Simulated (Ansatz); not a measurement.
GeSiO3 (model structure, started from the PbTiO3 type, P4mm, No. 99, 5 atoms in the cell)

Calculation: r²SCAN in Ansatz (PAW).

Numerical settings: plane-wave cutoff 560 eV, 10×10×8 k mesh (along the axes of the cell as run), Fermi–Dirac smearing 0.01 eV, scalar-relativistic PAW data made under PBE.

Cell (relaxed with PBE-D3(BJ)):

```cif
data_GeO3Si
_chemical_formula_sum 'Si1 Ge1 O3'
_space_group_name_H-M_alt 'P4mm'
_space_group_IT_number 99
_space_group_name_Hall 'P 4 -2'
_cell_length_a 3.42231
_cell_length_b 3.42231
_cell_length_c 4.45572
_cell_angle_alpha 90.000
_cell_angle_beta 90.000
_cell_angle_gamma 90.000
loop_
_atom_site_label
_atom_site_type_symbol
_atom_site_symmetry_multiplicity
_atom_site_Wyckoff_symbol
_atom_site_fract_x
_atom_site_fract_y
_atom_site_fract_z
_atom_site_occupancy
Si1 Si 1 b 0.50000 0.50000 0.60443 1
Ge1 Ge 1 a 0.00000 0.00000 0.15210 1
O1 O 2 c 0.00000 0.50000 0.48308 1
O2 O 1 b 0.50000 0.50000 0.96752 1
```

| Item | Value |
|---|---|
| band gap | 2.32 eV (indirect) |
| smallest direct gap on the k points sampled | 2.89 eV |
| direct gap at Γ | 5.38 eV |

Note: the relaxation could raise the start's symmetry but not lower it, so the cell can be a saddle point; cell and atoms aren't relaxed at this level (largest force component 0.40 eV/Å, pressure -3.2 GPa).

Spin–orbit coupling is not included.

The computed numbers hold no vibrational or temperature effects.

A model structure was made by putting elements into a prototype or built by hand; it is no filed structure, need not be a known phase, and can be a saddle point held by its symmetry.

Ansatz is a quantum-chemistry and plane-wave program.
